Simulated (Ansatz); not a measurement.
The starting structures come from a database of crystals and need not be the phases stable at ambient conditions.

Consider the following.

```yaml
crystal:
  lattice:
    - [4.29816, 0.00000, 0.00000]
    - [-2.14908, 3.72231, 0.00000]
    - [2.14908, 1.24077, 9.91991]
  atoms:
    - { symbol: Bi, position: [0.78981, 0.39491, 0.81528] }
    - { symbol: Bi, position: [0.21019, 0.60509, 0.18472] }
    - { symbol: Te, position: [0.57566, 0.78783, 0.63651] }
    - { symbol: Te, position: [0.42434, 0.21217, 0.36349] }
    - { symbol: Se, position: [0.00000, 0.00000, 0.00000] }
```

Space group of this cell: R-3m. The cell was relaxed by PBE-D3(BJ); by r2SCAN its mean pressure is 1.6 GPa.

Transport runs along the normal of the first two printed cell vectors, the (001) plane of the conventional cell.

No gap correction and no spin-orbit coupling; mid-gap values are interpolated between computed energies.

**Question.** Compute, with r2SCAN (Ansatz, an electronic-structure program), the band gap and the smallest decay constant κ at mid-gap.

**Answer.** Gap 0.30 eV on a 8×8×8 mesh; κ = 0.042 1/Å, at the zone centre.
